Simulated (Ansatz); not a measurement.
Structures of equal composition on the (111)A surface of 3C silicon carbide (Si plane on top): (√3x√3)R30° Sn adatom at H3; (√3x√3)R30° Sn adatom at T4. The slabs share one bottom face, and each structure is named by its start. These are constructed structures in small cells; real faces may alloy, dewet or reconstruct in larger ones, and not all known structures of the face are among them. Slabs of about 10 Å, Fermi-Dirac smearing of 0.025 eV. Bottom of the slabs: H caps. Relaxed from the named starts with such symmetry as they have, on meshes of like density; energies extrapolated to zero smearing; spin only where a row says so; no spin-orbit coupling, no U. Brackets mark spin-polarised runs, whose order is one that fits the cell. Where a second, spin-polarised start was run, the lower counts.

Calculation: r2SCAN, at the PBE geometry (plane waves to 500 eV, PAW; Ansatz, an electronic-structure program).

### Question
Put the candidates in order of energy per 1x1 cell, lowest first, for r2SCAN, at the PBE geometry.

### Answer
(√3x√3)R30° Sn adatom at T4 (0.000 eV [spin, 1.0 μB a cell], gap 0.57 eV on the mesh), (√3x√3)R30° Sn adatom at H3 (0.144 eV [spin, 1.0 μB a cell], gap 0.51 eV on the mesh)
